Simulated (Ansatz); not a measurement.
## TiO2: energy against strain

TiO2 (rutile, P4_2/mnm, 10.325 Å³/atom at rest, c along z) under a strain ε along c (axis z), the other axes held. PBEsol in Ansatz, a plane-wave DFT program (PAW, default set), 420 eV, 7×7×11 Γ-centred mesh, Fermi-Dirac smearing 0.05 eV; ions are relaxed within the symmetry of each cell.

Here s stands for strain and y for E less E0.

```
strain (%)  E less E0 (meV/atom)
----------  --------------------
-1.20                       2.37
-0.60                       0.61
0.00                        0.00
0.60                        0.58
1.20                        2.26
3.00                           ?
```

The 5 complete rows are fitted with a parabola, y against s. Least squares gives y = 0.011 - 0.0417·s + 1.6012·s². Residuals (row less fit): 0.003, -0.002, -0.011, 0.018, -0.007; standard error 0.016 (degrees of freedom: 2). Twice the quadratic coefficient over the volume, 2 × 1.6012 meV × 10⁴ × 0.1602 / 10.325 Å³, is the elastic constant C33 = 497 ± 4 GPa.

### Question
Estimate the missing y (s = 3.00); what did the run itself give?

### Answer
y = 0.011 - 0.0417 × 3.0 + 1.6012 × 3.0² = 14.297 meV/atom. The calculation gives 13.64 meV/atom, 0.657 meV/atom below the prediction (4.8 % of the range of y in the table). The row lies outside the fitted rows, so this is an extrapolation. From the scatter of the fitted rows alone, a prediction at this place has a standard error of 0.101 meV/atom, so the miss is 6.5 times that.

One order more, fitted to all 11 runs of the series, follows each within 0.02, so the miss is the next term of a smooth law. The primitive cell can neither tilt nor turn polar against its symmetry, as such crystals can under strain. Rows are the converged runs of the series near zero and its far end; series whose fitted rows scatter by over a few per cent of the range, as at a crossing or softening among them, aren't shown in this form. Most that stay on the fit to the last digits aren't either.
